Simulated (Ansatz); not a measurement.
## Electron-phonon data for W (Im-3m)

Given:

```
CELL_PARAMETERS angstrom
     -1.59249     1.59249     1.59249
      1.59249    -1.59249     1.59249
      1.59249     1.59249    -1.59249
ATOMIC_POSITIONS crystal
  W  0.00000 0.00000 0.00000
```

All values below come from PBE, DFPT electron-phonon coupling, linearised Boltzmann equation (plane waves, PAW, scalar-relativistic; Ansatz, a program for electronic structure). Condition of this run: functional PBE. How the cell was made: relaxed with this functional, without spin-orbit coupling.

```yaml
resistivity at 300 K: 5.5 μΩ·cm
resistivity times mean free path for one path shared by all states (from the Fermi surface's area): 8.4 ×10⁻¹⁶ Ω·m²
drude_plasma_energy: 7.5 eV
Hall coefficient at 300 K: 15.1 ×10⁻¹¹ m³/C
```

A metal at this level (no band gap). Only scattering by harmonic phonons is included (no impurities, grain boundaries, electron-electron scattering or thermal expansion). Spin-orbit coupling is left out, which matters with elements this heavy. The squared frequency of the phonon mode least converged on the k mesh is uncertain by 21 %. The run warned that the eigensolver left some states short of its tolerance. Halving the electron mesh (36x36x36) moves the resistivity by up to 9 % at 300 K. Smearing 0.20 eV; phonons on a 6x6x6 q mesh, which this run doesn't test and which matters most at low temperature.
